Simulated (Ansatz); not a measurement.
The starting structures come from a database of crystals and need not be the phases stable at ambient conditions.

Tunnelling through a barrier is set by its complex band structure: the current falls as exp(−2κd) with the smallest κ.

Data:

```xyz
11
Lattice="7.7246 -0.0156 -0.0126 2.0271 7.4539 -0.0126 1.8992 -4.4591 2.4348" Properties=species:S:1:pos:R:3 pbc="T T T"
Zr     0.0000     0.0000     0.0000
H      3.6549    -1.1506     1.0831
H      7.9960     4.1299     1.3265
P      4.6551    -0.3877     1.7002
P      6.9957     3.3669     0.7094
O      5.7626    -0.1734     0.6573
O      5.8882     3.1526     1.7523
O      4.0075     0.9382     2.1278
O      7.6433     2.0411     0.2818
O      3.2554     3.2630     0.4725
O      8.3955    -0.2838     1.9371
```

Space group of this cell: P-3. The cell was relaxed by PBE-D3(BJ); by PBEsol its mean pressure is -1.1 GPa.

Transport runs along the normal of the first two printed cell vectors, the (111) plane of the conventional cell.

The gap is the functional's own, uncorrected, and κ follows it; spin-orbit coupling is left out. Mid-gap values are interpolated between the computed energies.

Task: Estimate the band gap and the smallest decay constant κ at mid-gap that Ansatz (a first-principles code) with PBEsol returns for this system.

Result: Gap 4.51 eV on a 12×12×12 mesh; κ = 0.430 1/Å, at (0.500, 0.500) of the in-plane reciprocal vectors. At the zone centre, at the nearest computed energy, the slowest state has κ = 0.43 1/Å.
